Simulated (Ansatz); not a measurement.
# MgO: response to strain

Start from MgO in the rock salt structure (space group Fm-3m, No. 225; a = 4.159 Å). Axes: x, y, z lie along the cube axes.

Strains are applied to the cell and any free atomic positions relax; under biaxial strain the out-of-plane vector relaxes too.

All numbers come from LDA (Ansatz, an electronic-structure program; PAW; 420 eV plane waves; spin-orbit coupling left out).

Notes on the quantities. energy relative to the base: free energy F.

```tsv
change	shortest interatomic distance	ratio −ε⊥/ε∥	band gap	energy relative to the base
base	3.930 bohr	–	5.03 eV	0 meV/atom
biaxial strain −2.08 %, plane normal [111], relaxed out of plane	3.886 bohr	0.37	5.30 eV	+11 meV/atom
biaxial strain −1.67 %, plane normal [111], relaxed out of plane	3.894 bohr	0.37	5.25 eV	+6.9 meV/atom
biaxial strain −1.25 %, plane normal [111], relaxed out of plane	3.903 bohr	0.37	5.19 eV	[?]
biaxial strain −0.83 %, plane normal [111], relaxed out of plane	3.912 bohr	0.37	[?]	+1.7 meV/atom
biaxial strain −0.42 %, plane normal [111], relaxed out of plane	3.921 bohr	–	[?]	+0.4 meV/atom
biaxial strain +0.42 %, plane normal [111], relaxed out of plane	3.939 bohr	–	4.94 eV	+0.4 meV/atom
biaxial strain +0.83 %, plane normal [111], relaxed out of plane	3.948 bohr	0.38	4.84 eV	+1.6 meV/atom
biaxial strain +1.25 %, plane normal [111], relaxed out of plane	3.957 bohr	0.38	4.74 eV	+3.6 meV/atom
biaxial strain +2.50 %, plane normal [111], relaxed out of plane	3.983 bohr	0.38	4.45 eV	+14 meV/atom
```

### Question
Complete the table.

### Answer

- biaxial strain −1.25 %, plane normal [111], relaxed out of plane, energy relative to the base: +3.8 meV/atom
- biaxial strain −0.83 %, plane normal [111], relaxed out of plane, band gap: 5.14 eV
- biaxial strain −0.42 %, plane normal [111], relaxed out of plane, band gap: 5.09 eV

Stability against distortions was not tested.
